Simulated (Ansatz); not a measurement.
# How far a parabola holds: energy against volume of CsCl-type CoGa

System: CsCl-type CoGa. Method: PBE (PAW; Ansatz, a quantum-chemistry and plane-wave program). Run with plane-wave cutoff 520 eV, 20×20×20 k mesh, Fermi–Dirac smearing 0.05 eV, no spin polarisation, scalar-relativistic PAW data made under PBE. The cell has no free parameter but its volume, all volumes share cutoff and mesh, and the runs aren't spin-polarised. Energies are free energies at the run's smearing, counted from the lowest row; static lattice.

```
V (Å³/atom)  E (meV/atom)
-----------  ------------
11.245                  ?
11.484              11.41
11.724               2.74
11.963               0.00
12.202               2.54
12.442               9.80
```

Fit E of the 5 rows that show it with a parabola. With u = V - 11.96, the rows have u = -0.47600, -0.23600, 0.00300, 0.24200, 0.48200. Least squares gives E = 0.005 - 1.706·u + 46.222·u². Residuals (row less fit): 0.120, -0.242, 0.000, 0.241, -0.121; standard error 0.270 (degrees of freedom: 2). The fitted curve has its minimum at V = 12.0, where E = -0.01. Its curvature is d²E/dV² = 2 × 46.222 meV/Å⁶, so B = V0·d²E/dV² × 0.1602 = 177 GPa.

Problem. What does the fit predict for E at V = 11.245, and how far is the calculated value from it?

Solution. u = -0.71500, so E = 0.005 - 1.706 × (-0.71500) + 46.222 × (-0.71500)² = 24.855 meV/atom. The calculation gives 26.72 meV/atom, 1.865 meV/atom above the prediction (7.0 % of the range of E in the table). The row lies outside the fitted rows, so this is an extrapolation. From the scatter of the fitted rows alone, a prediction at this place has a standard error of 0.638 meV/atom, so the miss is 2.9 times that.

The residuals are curvature that a parabola lacks, not noise. A solid that stiffens under compression and softens on expansion lies above the parabola at the compressed end and under it at the expanded end, as this row does. A third-order Birch-Murnaghan fit to the whole scan has B0 = 177 GPa. Only scans are tabulated whose curvature falls smoothly with volume, and where the parabola meets the shown rows within 5 % of their range and misses the end by 0.1 meV or more.
